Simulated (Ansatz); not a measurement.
We consider CsCl-type PdIn, described by PBE+SOC (plane waves, PAW; Ansatz, a first-principles code).

Settings: plane-wave cutoff 520 eV, 18×18×18 k mesh, Fermi–Dirac smearing 0.05 eV, PAW data made under PBE.

Results at a series of volumes:

| V (Å³/atom) | E − E_lowest (meV/atom) | P (GPa) |
|---|---|---|
| 16.954 | 26.11 | 8.26 |
| 17.315 | 11.11 | 5.13 |
| 17.676 | 2.70 | 2.41 |
| 18.036 | 0.00 | 0.04 |
| 18.397 | 2.26 | -2.00 |
| 18.758 | 8.82 | -3.78 |
| 19.119 | 19.11 | -5.33 |

Task: Fit the third-order Birch–Murnaghan equation and give B0 and B′.

Result: V0 = 18.044 Å³/atom, B0 = 110 GPa, B′ = 6.1 (fit to the energies at full precision).

Static lattice: no zero-point or thermal effects.

It cost very roughly 9 core-minutes of CPU time.
